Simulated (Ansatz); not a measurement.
# Bulk modulus of L1₂ (Cu3Au-type) Pt3Ti at several levels of theory

No measured value is used here.

| level (code) | value (GPa) | cell (Å³/atom) |
|---|---|---|
| LDA (Ansatz) | 283 | 14.53 |
| PBE (Ansatz) | 235 | 15.38 |
| PBEsol (Ansatz) | 266 | 14.82 |
| PBE-D3(BJ) (Ansatz) | 260 | 14.88 |
| PBE-D4 (Ansatz) | 255 | 15.00 |
| r²SCAN (Ansatz) | 258 | 15.07 |
| PBE0-D3(BJ) (Ansatz) | 296 | 14.44 |
| r²SCANh (Ansatz) | 267 | 14.95 |
| Hartree–Fock (Ansatz) | 244 | 15.51 |

The crystal itself was run without spin with LDA, PBE, PBEsol, PBE-D3(BJ), PBE-D4, r²SCAN, PBE0-D3(BJ), r²SCANh, Hartree–Fock; a magnetic state was not tried in these runs. Density-functional levels without +SOC have no spin–orbit coupling. PBE0-D3(BJ), r²SCANh, Hartree–Fock: the run has no spin polarisation, so it can have missed a magnetic state. Each level is taken at its own relaxed cell. Cutoffs and k meshes differ between the levels. Ansatz's density-functional and Hartree–Fock values are scalar-relativistic unless marked +SOC, with PAW data made under PBE.

Ansatz is an electronic-structure program.
